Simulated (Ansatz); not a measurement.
The starting structures come from a database of crystals and need not be the phases stable at ambient conditions.

Tunnelling through a barrier is set by its complex band structure: the current falls as exp(−2κd) with the smallest κ.

```
Ta3N5
1.0
    3.88114     0.00000     0.00000
   -1.94057     5.13852     0.00000
    0.00000     0.00000    10.30945
Ta N
6 10
Direct
  0.19701   0.39402   0.75000
  0.80299   0.60598   0.25000
  0.86673   0.73346   0.93994
  0.13327   0.26654   0.06006
  0.13327   0.26654   0.43994
  0.86673   0.73346   0.56006
  0.04711   0.09422   0.88116
  0.95289   0.90578   0.11884
  0.95289   0.90578   0.38116
  0.04711   0.09422   0.61884
  0.69191   0.38382   0.07409
  0.30809   0.61618   0.92591
  0.30809   0.61618   0.57409
  0.69191   0.38382   0.42591
  0.23678   0.47356   0.25000
  0.76322   0.52644   0.75000
```

Space group of this cell: Cmcm. The cell is taken as given; by r2SCAN its mean pressure is -1.4 GPa.

Transport runs along the normal of the first two printed cell vectors.

The gap is the functional's own, uncorrected, and κ follows it; spin-orbit coupling is left out. Mid-gap values are interpolated between the computed energies.

Question: Compute, with r2SCAN in Ansatz (an electronic-structure program), the band gap and the smallest decay constant κ at mid-gap.

Answer: Gap 1.60 eV on a 8×8×4 mesh; κ = 0.205 1/Å, at the zone centre.
